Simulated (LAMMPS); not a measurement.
Pressure dependence of Mo (bcc) at 3760 K, from the melt.

All values are model results, not measurements: MD with a machine-learned potential, pair style snap, file Mo_Chen_PRM2017.snap, run in LAMMPS.

```json
[
 {"P (GPa)": "0", "state": "liquid", "volume": "18.97 ± 0.02 Å³/atom", "coordination number": "13.2 (counted to 3.98 Å)", "self-diffusion coefficient of Mo (not corrected for cell size)": "(1.3 ± 0.2) × 10^-4 cm²/s"},
 {"P (GPa)": "2", "state": "liquid", "volume": "18.65 ± 0.01 Å³/atom", "coordination number": "12.5 (counted to 3.86 Å)", "self-diffusion coefficient of Mo (not corrected for cell size)": "(1.14 ± 0.10) × 10^-4 cm²/s"},
 {"P (GPa)": "5", "state": "liquid", "volume": "18.21 ± 0.02 Å³/atom", "coordination number": "13.4 (counted to 3.94 Å)", "self-diffusion coefficient of Mo (not corrected for cell size)": "(1.02 ± 0.08) × 10^-4 cm²/s"}
]
```

Caution: a run this short can hold a crystal over, or a liquid under, the potential's own melting point, which these runs don't give.

Estimate the isothermal bulk modulus at zero pressure. A parabola P(ln V) through the three points gives −dP/d ln V = 120 GPa at zero pressure.

States go by the mean squared displacement: a species diffuses where it passes 1.5 Å², still rises and gives D over 1e-6 cm²/s; a crystal has left its structure where atoms lie 0.35 Å off their sites on average or a cubic box changes its shape by 3 %, or the axial ratios of another lie 8 % off the starting cell's, which the potential's own relaxation can also do.

Errors of D are the spread over four groups of atoms in one short run; a floor of about 5 %, a picked value, is safer.

The ± values are statistical; the model's systematic error is not in them.
